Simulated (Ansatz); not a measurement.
**Pt, pressure series**

Start from Pt in the fcc (Cu type) structure (space group Fm-3m, No. 225; a = 3.918 Å).

Cell and atoms are relaxed at each pressure.

All numbers come from PBEsol in Ansatz (plane waves to 420 eV, PAW, no spin-orbit coupling), earlier PAW set.

```
P (GPa)  V (Å³/atom)
-------  -----------
-2.02         15.146
-1.02         15.091
3.01          14.885
7.01          14.697
15.00         14.360
30.00         13.833
50.00         13.273
75.00         12.718
100.00        12.268
```

**Question.** Fit a third-order Birch–Murnaghan equation of state.

**Answer.** Least squares on P(V) = (3B₀/2)[(V₀/V)^(7/3) − (V₀/V)^(5/3)]·[1 + (3/4)(B₀′ − 4)((V₀/V)^(2/3) − 1)] gives V₀ = 15.04 Å³/atom, B₀ = 290 GPa and B₀′ = 5.2.

Measured bulk modulus of Pt: 289 GPa (static lattice; corrected from measurement; as listed in H. Levämäki et al., Physical Review B (2014)); the computed value is 0 % above it.

Load acts through the strain it causes; cell and atoms are relaxed under it. Whether these cells are dynamically stable was not tested. No other phases were tried under pressure. All final runs are without spin polarisation.

Ansatz is a program for electronic structure.
